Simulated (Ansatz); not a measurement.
The starting structures come from a database of crystals and need not be the phases stable at ambient conditions.

 Where the default PAW files enter, the runs use the earlier of Ansatz's two default sets.

Crystal: AgNO3 (R3c, not sure to be the ambient phase, 10 atoms a cell, 13.2 Å³ an atom, -3 GPa at this level); planes in its conventional cell.

The numbers are results of r2SCAN (plane waves, PAW; Ansatz, a first-principles code), not measurements.

The gap is the functional's own, uncorrected, and κ follows it; spin-orbit coupling is left out. Mid-gap values are interpolated between the computed energies.

```json
[
 {"plane": "(101)", "area of the cell (Å²)": "30.3", "mid-gap κ (1/Å)": "0.43", "largest κ in the gap (1/Å)": "0.43"},
 {"plane": "(001)", "area of the cell (Å²)": "23.6", "mid-gap κ (1/Å)": "[?]", "largest κ in the gap (1/Å)": "[?]"}
]
```

### Question
The slowest decay depends on the direction. Supply the withheld values.

### Answer

- (001), mid-gap κ (1/Å): 0.70
- (001), largest κ in the gap (1/Å): 0.73
